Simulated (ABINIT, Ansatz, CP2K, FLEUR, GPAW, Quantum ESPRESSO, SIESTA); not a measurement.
One structure in several programs: Ta2InC (P6_3/mmc, 8 atoms in the cell)

Self-consistent single point, at a second geometry (lattice scaled by 0.98). First geometry:

```
CELL_PARAMETERS angstrom
      3.16751     0.00000     0.00000
     -1.58376     2.74314     0.00000
      0.00000     0.00000    14.53348
ATOMIC_POSITIONS crystal
  Ta 0.66667 0.33333 0.58297
  Ta 0.33333 0.66667 0.41703
  Ta 0.33333 0.66667 0.08297
  Ta 0.66667 0.33333 0.91703
  In 0.66667 0.33333 0.25000
  In 0.33333 0.66667 0.75000
  C  0.00000 0.00000 0.50000
  C  0.00000 0.00000 0.00000
```

Shared settings, as Ansatz (a quantum-chemistry and plane-wave program) writes them: kpoints.mp_grid.grid = 7 7 2; scf.occupations.method = gaussian; scf.occupations.width = 0.1 eV. Potentials and cutoffs stand in the table.

```csv
code,model,ΔF from the first geometry (meV/atom),pressure (GPa),largest force (eV/Å),cutoff
GPAW,"LDA (Perdew-Wang 92), GPAW PAW datasets LDA (gpaw-data 1.0.1)",-29.6,–,0.050,950 eV
Ansatz,"LDA (PW92), PAW files made with PBE",-26.5,2.09,0.006,420 eV
Quantum ESPRESSO,"LDA (PZ), GBRV 1.5 ultrasoft (LDA) pseudopotentials",-25.8,0.51,0.033,40 Ry
FLEUR,"LDA (Perdew-Zunger), all-electron FLAPW (FLEUR), scalar-relativistic valence",–,–,0.004,Kmax 4.3 1/bohr
SIESTA,"LDA PW92, numerical atomic orbitals TZP, PseudoDojo LDA standard norm-conserving potentials (rewritten from UPF to PSML)",-34.2,0.95,0.046,grid 300 Ry
CP2K,"LDA (Pade form), GPW, DZVP-MOLOPT-SR-GTH basis, GTH-PADE potentials (GTH_POTENTIALS)",-97.9,-10.98,1.355,grid 500 Ry
ABINIT,"LDA (PW92), norm-conserving pseudopotentials (PseudoDojo nc-sr-04 LDA standard)",-32.3,1.02,0.093,41 Ha
```

For Quantum ESPRESSO (by 1.7 GPa) the energy change implies a higher mean pressure, against the two pressures, than for the other programs: a sign of finite-basis (Pulay) stress.

A dash marks a value that a program does not give, or that is left out as unsure.

On Ansatz's run: spin-orbit coupling is off. Spin polarisation is off.

The spread over the programs that give each value: ΔF from the first geometry within 72.1 meV/atom; pressure within 13.07 GPa; largest force within 1.351 eV/Å.

SIESTA and CP2K use small atom-centred bases, whose incompleteness enters pressures, forces and empty levels differently from a plane-wave cutoff. FLEUR treats all electrons, but the usual bases taken here (sphere radii, linearisation, local orbitals, empty states) were not tested for convergence, so the values are no reference for the others. Ansatz's pressure is given at a fixed set of plane waves, as the other plane-wave codes print theirs; with its correction for the finite basis it is 2.18 GPa. The pressure of GPAW is left out: its cutoff lies under the one at which its stress was checked. The same LDA comes in different parametrisations, which differ slightly. In the pressure, Ansatz (by 1.07) and CP2K (by 12.00) lie more than 1 GPa from the median of the plane-wave programs. In the force vectors, CP2K (by 1.333) lies more than 0.08 eV/Å from the median of the plane-wave programs.

The starting cell comes from a database of computed structures (which also holds hypothetical and non-ambient phases and stackings), without a prior relaxation at this level. For this run, on top of that: lattice scaled by 0.98.

Left out of this page: Elk (not drawn, or without a comparable value).

Keys are those of Ansatz 0.2.
